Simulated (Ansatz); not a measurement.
**Converging the plane-wave cutoff: CaPb (P4mm, 2 atoms in the cell)**

```yaml
crystal:
  lattice:
    - [3.58447, 0.00000, 0.00000]
    - [0.00000, 3.58447, 0.00000]
    - [0.00000, 0.00000, 4.65065]
  atoms:
    - { symbol: Ca, position: [0.00000, 0.00000, 0.01075] }
    - { symbol: Pb, position: [0.50000, 0.50000, 0.50000] }
```

Method: PBEsol, default PAW files made with PBE (plane waves; Ansatz, an electronic-structure program).

Base settings: basis.ecutwfc = 420 eV; kpoints.mp_grid.grid = 9 9 7; hamiltonian.xc = pbesol; hamiltonian.pseudopotentials = {kind: paw} (the program's default PAW files); scf.occupations.method = gaussian; scf.occupations.width = 0.1 eV.

The second cell is the first with its lattice scaled by 0.98.

The mesh stays at the base's, so the ladder's end is converged at best in this setting alone.

The first pressure column holds Ansatz's estimate of the finite-basis (Pulay) stress, which hides part of the cutoff error; the other is without it.

Only quantities that move along the ladder and can be compared are tabulated.

The count of work is k-points × plane waves × bands × iterations; it is no time. 

The starting cell comes from a database of computed structures (which also holds hypothetical and non-ambient phases and stackings), without a prior relaxation at this level. Its lattice was rescaled by up to half a per cent. One atom was moved a little off its site on purpose.

```csv
basis.ecutwfc,free energy less the last step's (meV/atom),energy of the compressed cell less the first (meV/atom),pressure (GPa),pressure without the Pulay estimate (GPa),largest difference of a force vector from the last step's (eV/Å),count of work / last
145 eV,25572.52,41.85,4.15,-444.02,0.128,0.076
170 eV,10485.19,77.75,3.22,-230.14,0.181,0.083
190 eV,4991.01,3.25,-1.13,-129.72,0.069,0.096
210 eV,2308.98,-17.89,-2.19,-70.38,0.008,0.11
230 eV,1022.48,-4.75,-1.58,-36.81,0.014,0.13
250 eV,428.96,-2.32,-1.11,-18.76,0.016,0.15
295 eV,42.23,-4.79,-1.53,-4.04,0.004,0.15
335 eV,3.79,-5.63,-1.58,-1.85,0.000,0.19
380 eV,0.68,-5.63,-1.57,-1.59,0.000,0.23
420 eV,0.39,-5.63,-1.57,-1.58,0.000,0.27
460 eV,0.20,-5.64,-1.57,-1.58,0.000,0.31
505 eV,0.14,-5.64,-1.57,-1.58,0.000,0.36
565 eV,0.10,-5.64,-1.58,-1.58,0.000,0.42
630 eV,0.05,-5.65,-1.58,-1.58,0.000,0.49
735 eV,0.03,-5.65,-1.58,-1.58,0.000,0.62
840 eV,0.01,-5.65,-1.58,-1.58,0.000,0.76
1010 eV,0.00,-5.65,-1.58,-1.58,0.000,1.0
```

Coarsest basis.ecutwfc that holds the energy of the compressed cell less the first within 2 meV/atom of the last step, with all finer ones: 295 eV, at 0.15 of the last step's count of work; the step before is off by 3.3 meV/atom.

Coarsest basis.ecutwfc that holds the pressure without the Pulay estimate within 1 GPa of the last step, with all finer ones: 335 eV, at 0.19 of the last step's count of work; the step before is off by 2.5 GPa.

Coarsest basis.ecutwfc that holds the pressure within 0.2 GPa of the last step, with all finer ones: 295 eV, at 0.15 of the last step's count of work; the step before is off by 0.47 GPa.

The energy difference between the two cells stays within 1 meV/atom of the last step's from 295 eV on, the total only from 380 eV on: much of the error is common to both cells and cancels.

At the lowest cutoff the pressure without the Pulay estimate lies 442 GPa under the last step's, the usual sign of Pulay stress in an incomplete plane-wave basis.

Keys are those of Ansatz 0.2.
